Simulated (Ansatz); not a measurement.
The reference is TiB2 (space group P6/mmm, No. 191; a = 3.032 Å, c = 3.224 Å).

(Cell as relaxed with PBE.)

Levels (all Ansatz, a quantum-chemistry and plane-wave program, PAW): PBE (420 eV, no spin-orbit coupling); r2SCAN (500 eV, spin-orbit coupling left out).

Each level relaxes its own structure.

```csv
base,PBE,r2SCAN
volume per atom,8.56 Å³,8.51 Å³
lattice parameter a,3.032 Å,3.025 Å
band gap,zero,zero
```

Now apply this change: Hf replaces 25.0 % of the Ti, ordered in a cell of 12 atoms (starting symmetry P6/mmm) and fully relaxed.

| quantity | PBE | r2SCAN |
|---|---|---|
| shortest interatomic distance | 1.741 Å | … |
| mixing energy (to 0.01 eV only: unlike meshes or grids) | +0.02 eV/atom | … |

### Question
Given the PBE results, estimate those of r2SCAN.

### Answer

- shortest interatomic distance, r2SCAN: 1.737 Å
- mixing energy (to 0.01 eV only: unlike meshes or grids), r2SCAN: +0.02 eV/atom

PBE's shortest interatomic distance lies 0.004 Å above r2SCAN's (0.2 %); the two agree on the mixing energy. Neither level is exact; r2SCAN is the comparison here, not a measurement.

These are small ordered cells, not random alloys; other orderings at the same x differ. Stability against distortions was not tested. All final runs are without spin polarisation.
